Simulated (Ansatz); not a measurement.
# A computed series for CrAgO2: response to strain

Consider CrAgO2 (space group R-3m, No. 166; ferromagnetic; a model cell).

```yaml
crystal:
  lattice:
    - [1.48312, 0.85628, 6.15181]
    - [-1.48312, 0.85628, 6.15181]
    - [0.00000, -1.71256, 6.15181]
  atoms:
    - { symbol: Ag, position: [0.00000, 0.00000, 0.00000] }
    - { symbol: Cr, position: [0.50000, 0.50000, 0.50000] }
    - { symbol: O, position: [0.11336, 0.11336, 0.11336] }
    - { symbol: O, position: [0.88664, 0.88664, 0.88664] }
```

Cartesian axes are those of the cell as printed.

Strains are applied to the cell and any free atomic positions relax; under biaxial strain the out-of-plane vector relaxes too.

Level of theory: DFT with PBEsol, PAW potentials and a 420 eV plane-wave cutoff in Ansatz (a program for electronic structure), without spin-orbit coupling.

Computed cases, in order: biaxial strain −3.86 %, plane normal [001], relaxed out of plane; biaxial strain −2.37 %, plane normal [001], relaxed out of plane; biaxial strain −0.70 %, plane normal [001], relaxed out of plane; the unstrained base; biaxial strain +1.21 %, plane normal [001], relaxed out of plane.

Question: Between which two neighbouring cases does the band gap open or close?

Answer: Between biaxial strain −2.37 %, plane normal [001], relaxed out of plane (zero) and biaxial strain −0.70 %, plane normal [001], relaxed out of plane (0.17 eV). The whole series: biaxial strain −3.86 %, plane normal [001], relaxed out of plane: zero; biaxial strain −2.37 %, plane normal [001], relaxed out of plane: zero; biaxial strain −0.70 %, plane normal [001], relaxed out of plane: 0.17 eV; the unstrained base: 0.28 eV; biaxial strain +1.21 %, plane normal [001], relaxed out of plane: 0.46 eV.

The mesh was chosen for an insulator and is coarse for the gapless case. No phonon test of stability was made. No Hubbard U is applied and the magnetic state is the run's own (CrAgO2 ferromagnetic); small cells can't hold the antiferromagnetic order that many such compounds have, so gaps and moments can be off. Where the two band edges lie in opposite spin channels, the gap is a spin-flip gap. A zero or small gap of CrAgO2 can be the functional's error rather than a property of the material.
